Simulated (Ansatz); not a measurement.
An armchair MoS2 nanoribbon, N = 10, bare edges, relaxed period 5.484 Å, atoms relaxed at each strain.

```tsv
strain	energy (meV a period)	axial force (nN)
-0.015	+61.9	-2.46
+0.015	+61.0	+2.33
```

Level of theory: PBE (plane waves to 420 eV, PAW; Ansatz, a first-principles code). Mesh 1×1×6. No spin polarisation, so a magnetic state wasn't tested. Periodic along z alone, with about 11 Å of vacuum beside it. An idealised model, cut from the flat sheet. Only distortions within the start's symmetry and period were free. Values not marked SOC lack spin–orbit coupling. Buckling under compression is shut out by symmetry and the short period. Energies are free energies at a Fermi–Dirac width of 0.02 eV, from the unstrained cell.

### Question
Work out the axial stiffness dF/dε in two ways.

### Answer
From the forces: (+2.33 − (-2.46))/0.030 = 160 nN. From the energies: (E₊ + E₋)/(ε² c) = 0.1229 eV/(0.015² × 5.484 Å) = 99.6 eV/Å = 160 nN. The two agree to within 1 %.
